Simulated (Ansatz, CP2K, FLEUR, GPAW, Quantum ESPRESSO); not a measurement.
**LaMg (Pmma, 4 atoms in the cell) computed with different codes at matched settings**

Self-consistent single point, at a second geometry (lattice scaled by 0.98). First geometry:

```
CELL_PARAMETERS angstrom
      5.61547     0.00000     0.00000
      0.00000     3.80146     0.00000
      0.00000     0.00000     5.78901
ATOMIC_POSITIONS crystal
  La 0.75000 0.00000 0.79310
  La 0.25000 0.00000 0.20690
  Mg 0.25000 0.50000 0.69324
  Mg 0.75000 0.50000 0.30676
```

Shared settings, as Ansatz (a quantum-chemistry and plane-wave program) writes them: kpoints.mp_grid.grid = 5 8 5; scf.occupations.method = gaussian; scf.occupations.width = 0.05 eV. Potentials and cutoffs stand in the table.

```csv
code,model,ΔF from the first geometry (meV/atom),pressure (GPa),largest force (eV/Å),cutoff
GPAW,"LDA (Perdew-Wang 92), GPAW PAW datasets LDA (gpaw-data 1.0.1)",-20.8,-0.83,0.057,800 eV
CP2K,"LDA (Pade form), GPW, DZVP-MOLOPT-SR-GTH basis, GTH-PADE potentials (GTH_POTENTIALS)",-8.9,0.64,0.329,grid 1000 Ry
FLEUR,"LDA (Perdew-Zunger), all-electron FLAPW (FLEUR), scalar-relativistic valence",–,–,0.058,Kmax 3.8 1/bohr
Ansatz,"LDA (PW92), PAW files made with PBE",-21.3,-0.88,0.058,420 eV
Quantum ESPRESSO,"LDA (PZ), GBRV 1.5 ultrasoft (LDA) pseudopotentials",-20.7,-0.82,0.057,40 Ry
```

Size of the force on each atom (eV/Å): Sizes of forces hide their directions.

| code | La1 | La2 | Mg3 | Mg4 |
|---|---|---|---|---|
| GPAW | 0.032 | 0.032 | 0.057 | 0.057 |
| CP2K | 0.059 | 0.059 | 0.329 | 0.329 |
| FLEUR | 0.028 | 0.028 | 0.058 | 0.058 |
| Ansatz | 0.022 | 0.022 | 0.058 | 0.058 |
| Quantum ESPRESSO | 0.043 | 0.043 | 0.057 | 0.057 |

A dash marks a value that a program does not give, or that is left out as unsure.

The spread over the programs that give each value: ΔF from the first geometry within 12.4 meV/atom; pressure within 1.52 GPa; largest force within 0.272 eV/Å.

CP2K uses small atom-centred bases, whose incompleteness enters pressures, forces and empty levels differently from a plane-wave cutoff. FLEUR treats all electrons, but the usual bases taken here (sphere radii, linearisation, local orbitals, empty states) were not tested for convergence, so the values are no reference for the others. Ansatz's pressure is given at a fixed set of plane waves, as the other plane-wave codes print theirs. The same LDA comes in different parametrisations, which differ slightly. In the pressure, CP2K (by 1.46) lies more than 1 GPa from the median of the plane-wave programs. In the force vectors, CP2K (by 0.272) lies more than 0.08 eV/Å from the median of the plane-wave programs.

The starting cell comes from a database of computed structures (which also holds hypothetical and non-ambient phases and stackings), without a prior relaxation at this level. For this run, on top of that: lattice scaled by 0.98.

Left out of this page: ABINIT (with a known weakness of the program); Elk (not drawn, or without a comparable value).

Keys are those of Ansatz 0.2.
